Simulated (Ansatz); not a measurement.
An Ansatz (a first-principles code) run: Sc with a change (pressure 22.5 GPa); PBE (Ansatz), spin-orbit coupling left out.

Input:

Ansatz 0.2 input:
```yaml
crystal:
  lattice:
    - [3.1161641627, 0, 0]
    - [-1.5580820814, 2.6986773273, 0]
    - [0, 0, 4.7998361946]
  atoms:
    - { symbol: Sc, position: [0.6666666667, 0.3333333333, 0.75] }
    - { symbol: Sc, position: [0.3333333333, 0.6666666667, 0.25] }
basis: { ecutwfc: 420, ecutrho_ratio: 4, xc_grid: 2, fft_grid_basis: typed }
kpoints: { mp_grid: { grid: [16, 16, 9] } }
hamiltonian:
  xc: pbe
  dispersion: none
  pseudopotentials: { kind: paw }
scf: { occupations: { method: fermi_dirac, width: 0.05 } }
relax: { f_tol: 0.01, max_steps: 60, cell: { stress_tol: 0.02, p_target: 22.5 } }
output: { forces: true, stress: true }
checkpoint: { write: state.ck, write_every: 1000 }
```

Output (explanatory and most iteration lines left out):

```
Relaxation: its limit of steps is 60 (relax.max_steps)
Pseudopotential: Sc, paw, valence charge 11
Crystal: 2 atoms, lattice volume = 40.364 Å³
Basis set: ecut = 420 eV, 785 PW (Γ), exchange–correlation on 48×48×72 points (8 copies of the dense FFT grid, shifted against one another)
Bands: 15, of which v1, the nominal top of the filled ones, is band 11 counted from 1 (10 counted from 0)
Symmetry: 24 space group operations
Space group: P63/mmc (ITA 194), of the structure as read, at distance tolerance 3.4e-5 Å
k-points: 150 of 2304
Functional: x = pbe(κ = 0.804, μ = 0.2195149727645171), c = pbe(β = 0.06672455060314922)
SCF iter   1: F=—  HF=-4271.273724 eV  |F-HF|=—  |Δ(HF+E_count)|=         —  Δρ=4.46e-3  dr2=8.53e-3  ethr=1.77e-3  ⟨swp⟩=4.0  Hψ=9516  notcnv=0
SCF iter   2: F=—  HF=-4271.272282 eV  |F-HF|=—  |Δ(HF+E_count)|=   1.44e-3  Δρ=2.87e-3  dr2=3.85e-3  ethr=3.88e-5  ⟨swp⟩=1.0  Hψ=3450  notcnv=0
SCF 1 converged in 6 iterations: F = -4271.271680 eV  dr2 = 1.06e-9
relax step   1: F+E_penalty+E_count = -4271.27167968 eV  Δ(F+E_penalty+E_count) = +0.000e0 eV  max|allowed force component| = 1.665e-16 eV/Å  Δτ_max = 0.0000 Å  P = +14.999 GPa  Ω = 40.364 Å³  (6 SCF iters, dr2 threshold 1.00e-7 eV, accepted)
[... steps on the carried basis left out ...]
relax step   7: F+E_penalty+E_count = -4270.95692361 eV  Δ(F+E_penalty+E_count) = +5.943e-4 eV  max|allowed force component| = 1.943e-16 eV/Å  Δτ_max = 0.0000 Å  P = +22.497 GPa  Ω = 37.653 Å³  stress off target by 3.75e-3 GPa  SCF on the basis re-selected at this cell (its energy is not comparable with the rows above)  (6 SCF iters)
SCF converged after 6 iterations
Free energy (F): -4270.956924 eV
Internal energy: -4270.931138 eV  (E = F + TS)
E sigma→0 (E₀):  -4270.944031 eV
Entropy (-TS):   -0.025786 eV (-12.893 meV/atom)
Fermi energy:    12.720297 eV
--- Forces (eV/Å), atoms counted from 1 ---
  atom   1  Sc     0.00000000    -0.00000000     0.00000000
  atom   2  Sc    -0.00000000     0.00000000    -0.00000000
--- Stress (GPa, compression-positive) ---
       22.498083      -0.000000      -0.000000
       -0.000000      22.498083      -0.000000
       -0.000000      -0.000000      22.496247
  P = ⅓ Tr σ = 22.4975 GPa (224.975 kbar)
--- Relaxed structure (6 steps of the walk, 5 accepted, 1 SCFs on fresh bases) ---
  cell:  # Å, volume = 37.6529 Å³
    - [3.0472642723695245, 2.82291647983978e-11, 2.4904615632820297e-29]
    - [-1.5236321362092096, 2.6390082719025965, 2.328190268090298e-18]
    - [3.589622239340305e-34, 4.1408922081160754e-18, 4.682175837153017]
  atoms:
    - { symbol: Sc, position: [0.6666666666666667, 0.3333333333333333, 0.7500000000000001] }
    - { symbol: Sc, position: [0.3333333333333334, 0.6666666666666666, 0.25000000000000006] }
```

Load acts through the strain it causes; cell and atoms are relaxed under it. Whether these cells are dynamically stable was not tested. No other phases were tried under pressure. All final runs are without spin polarisation. The cell was made from Sc in the hcp (Mg type) structure (space group P6_3/mmc, No. 194) by this change: pressure 22.5 GPa.
